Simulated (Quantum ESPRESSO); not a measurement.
**How a calculation on LaNiC2 (Amm2, 4 atoms in the cell) responds to its settings**

```
LaNiC2
1.0
    3.90927     0.00000     0.00000
    0.00000     2.21970     2.99273
    0.00000    -2.21970     2.99273
La Ni C
1 1 2
Direct
  0.00000   0.00054   0.00054
  0.50000   0.61158   0.61158
  0.50000   0.45108   0.15180
  0.50000   0.15180   0.45108
```

Base run A: PBEsol, SSSP 1.1.2 efficiency (PBE) pseudopotentials (Quantum ESPRESSO), self-consistent single point.

Its settings: ecutwfc = 50 Ry; ecutrho = 400 Ry; occupations = smearing; smearing = gaussian; degauss = 0.0073499 Ry; input_dft = pbesol; potentials = {La: La.GGA-PBE-paw-v1.0.UPF, Ni: ni_pbe_v1.4.uspp.F.UPF, C: C.pbe-n-kjpaw_psl.1.0.0.UPF}; K_POINTS = automatic 9 9 9 0 0 0; conv_thr = 1e-10 Ry; mixing_beta = 0.5.

The starting cell comes from a database of computed structures (which also holds hypothetical and non-ambient phases and stackings), without a prior relaxation at this level. Its lattice was rescaled by a random factor within 2.5 % of one. Spin polarisation is off. In the base run, with a pressure of about 9 GPa the cell is away from its equilibrium volume at this level. In the base run, forces exceed 1 eV/Å.

ΔF is the free energy per atom less that of run A. 

```tsv
run	mixing_beta, mixing_mode	ΔF (meV/atom)	pressure (GPa)	largest force (eV/Å)	iterations
A	0.5, default	0.00	8.55	1.468	21
B	0.2, plain	0.00	8.56	1.468	34
C	0.5, plain	0.00	8.55	1.468	21
D	0.2, TF	0.00	8.56	1.468	46
E	0.5, TF	0.00	8.56	1.468	26
F	0.2, local-TF	0.00	8.55	1.468	26
G	0.5, local-TF	0.00	8.55	1.468	24
```

Runs B, C, D, E, F, G gave the same state as A (within 1 meV/atom). The fewest iterations to that state were 21 (A, C); the most were 46.
